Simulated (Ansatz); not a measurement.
**Point defect In on the Nb site (In_Nb) in ferroelectric LiNbO3**

Computed with PBE, PAW (plane waves to 420 eV; Ansatz, a first-principles code). Cell: 120 sites, 2×2×1; final energies on a 2×2×2 Γ-centred mesh. Site at the start: the Nb site. Energies of charged states are corrected for periodic images (point charge plus alignment at distant sites). Dielectric constants: PBE linear response of the host. Host gap at this level: 3.53 eV. These values are not converged in cell size to better than tenths of an eV. The semilocal functional narrows the gap, so deep levels can fall outside it. Spin–orbit coupling is left out, which matters for these heavy elements. Each state is the lowest found from its start.

Formation energies E_f are given with the Fermi level at the valence-band maximum. Chemical conditions: O-rich (Δμ(Nb) = -10.05 eV, Δμ(In) = -3.89 eV, bounded by Li2O2 (P6_3/mmc), bixbyite In2O3; only phases computed here count, gases as isolated molecules at 0 K). Reference phases: In: tetragonal indium, Nb: bcc Nb.

Charges from +1 to −2 were run; one beyond them could lie lower near a band edge.

```json
[
 {"charge": "+1†", "moment (μB)": "3.0", "point group": "–", "largest move off a lattice site (Å)": "0.20", "image correction with alignment (eV)": "-0.02", "E_f, O-rich (eV)": "–", "above the lowest spin state (eV)": "0.00"},
 {"charge": "0", "moment (μB)": "2.0", "point group": "–", "largest move off a lattice site (Å)": "0.19", "image correction with alignment (eV)": "0.00", "E_f, O-rich (eV)": "2.41", "above the lowest spin state (eV)": "0.00"},
 {"charge": "0†", "moment (μB)": "not spin-polarised", "point group": "–", "largest move off a lattice site (Å)": "0.20", "image correction with alignment (eV)": "0.00", "E_f, O-rich (eV)": "2.65", "above the lowest spin state (eV)": "0.24"},
 {"charge": "−1", "moment (μB)": "1.0", "point group": "C1", "largest move off a lattice site (Å)": "0.22", "image correction with alignment (eV)": "0.06", "E_f, O-rich (eV)": "2.64", "above the lowest spin state (eV)": "0.00"},
 {"charge": "−2", "moment (μB)": "not spin-polarised", "point group": "C3", "largest move off a lattice site (Å)": "0.20", "image correction with alignment (eV)": "0.16", "E_f, O-rich (eV)": "2.90", "above the lowest spin state (eV)": "0.00"}
]
```

† Not settled in this cell, so no level is given: charge +1: level within 0.1 eV of a band edge or past it.

Point groups are those of the whole cell at tolerances of 0.03 and 0.1 Å ("near" where only the looser one holds); none is given for unsettled states.

Starting moments that weren't kept: charge +1 began with 1 μB and ended with 3.0.

Transition levels above the valence-band maximum: ε(0/−1) = 0.23 eV; ε(−1/−2) = 0.27 eV. On the lower envelope of the bound states, inside the gap: (0/−1) at 0.23 eV; (−1/−2) at 0.27 eV.

Flagged in the runs: a host whose relaxation on this sampling wasn't shown to rest, a strain field that reaches the edge of the cell.

All states together cost very roughly 17 core-hours.
